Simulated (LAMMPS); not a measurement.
LAMMPS 22 Jul 2025, classical MD, EAM (W_zhou.eam.alloy): W, 5488 atoms.

```
Property                                                                                  Result
-----------------------------------------------  -----------------------------------------------
task                                                                                     MD, nve
potential                                                                  EAM, W_zhou.eam.alloy
copies of the repeat unit                                                               14×14×14
shape (slab and sphere leave vacuum in the box)                                             bulk
neighbor skin                                                                                2 Å
neigh_modify                                                           every 1 delay 0 check yes
newton                                                                              on (default)
atom_modify sort (bins of 2 Å where set)                                          1000 (default)
comm_style                                                                       brick (default)
box                                                                         44.3 × 44.3 × 44.3 Å
start                                            generated bcc lattice, warmed in an untimed run
```

All runs start from one configuration, warmed at this fixed volume for 1000 steps under a thermostat at 100 K. The run at the shortest step has a mean temperature of 101 K and a mean pressure of 0.3 GPa.

Each run covers about 2.0 ps at constant energy (mean temperature 101 K at the shortest step); σ is the standard deviation over the printed steps. One run each, on a shared machine, so no times are given.

Steps tried: 0.5 fs, 1 fs, 2 fs, 2.5 fs, 4 fs, 5 fs, 8 fs, 10 fs, 16 fs, 20 fs, 32 fs.

Problem. What is the longest step at which the total energy fluctuates by under 10 % of the kinetic energy's fluctuation?

Solution. 16 fs.

| time step | σ(E total)/σ(E kinetic) | last minus first total energy (meV/atom) | mean temperature (K) |
|---|---|---|---|
| 0.5 fs | 6.9e-5 | under 0.001 | 101 |
| 1 fs | 0.00027 | under 0.001 | 101 |
| 2 fs | 0.0011 | under 0.001 | 101 |
| 2.5 fs | 0.0017 | under 0.001 | 100 |
| 4 fs | 0.0043 | under 0.001 | 100 |
| 5 fs | 0.0068 | under 0.001 | 100 |
| 8 fs | 0.017 | under 0.001 | 99.8 |
| 10 fs | 0.027 | +0.0017 | 99.3 |
| 16 fs | 0.073 | +0.027 | 97.4 |
| 20 fs | 0.13 | +0.086 | 95.6 |
| 32 fs | 0.52 | +0.78 | 87.9 |

The bar is a choice.
